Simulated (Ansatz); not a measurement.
**Cost against accuracy: basis.ecutrho_ratio for LiMo2O4 (C2/c, 14 atoms in the cell)**

Cell: a = 6.2675 Å, b = 6.2675 Å, c = 6.3436 Å, α = 119.16°, β = 119.16°, γ = 90.04°.

Method of the run: PBEsol, default PAW files made with PBE (plane waves; Ansatz, a program for electronic structure).

Base settings: kpoints.mp_grid.grid = 3 3 4; hamiltonian.xc = pbesol; hamiltonian.pseudopotentials = {kind: paw} (the program's default PAW files); magnetization.spin_polarized = true; scf.occupations.method = fermi_dirac; scf.occupations.width = 0.0015 Ry.

Misses are taken against the tightest run, 16, which need not be fully converged itself. The energy is the free energy per atom.

Core times come from one kind of shared machine and are given to one figure; runs under 30 s give none.

The starting cell comes from a database of computed structures (which also holds hypothetical and non-ambient phases and stackings), without a prior relaxation at this level. The magnetic order is the one reached from the typed start; others were not searched systematically. The program warned that a starting moment was not kept. In the base run, with a pressure of about -17 GPa the cell is away from its equilibrium volume at this level. Ansatz's pressure includes its estimate of the finite-basis (Pulay) stress. Without a gap this mesh is coarse (it stands for a supercell whose shortest vector is 19 Å).

```csv
basis.ecutrho_ratio,energy less reference (meV/atom),pressure less reference (GPa),core time / reference (rough)
2,-3.45,0.54,0.6
3,0.08,-0.01,0.8
4,0.00,0.00,–
5,0.00,0.00,0.6
6,0.00,0.00,0.6
8,0.00,0.00,0.6
10,0.00,0.00,0.9
12,0.00,0.00,0.9
16,0.00,0.00,1
```

Coarsest setting among those run that, with all tighter ones, holds the energy within 2 meV/atom of the reference: 3, off by 0.08 meV/atom; its saving against the reference is no more than about a factor of 2 in time.

Keys are those of Ansatz 0.2.
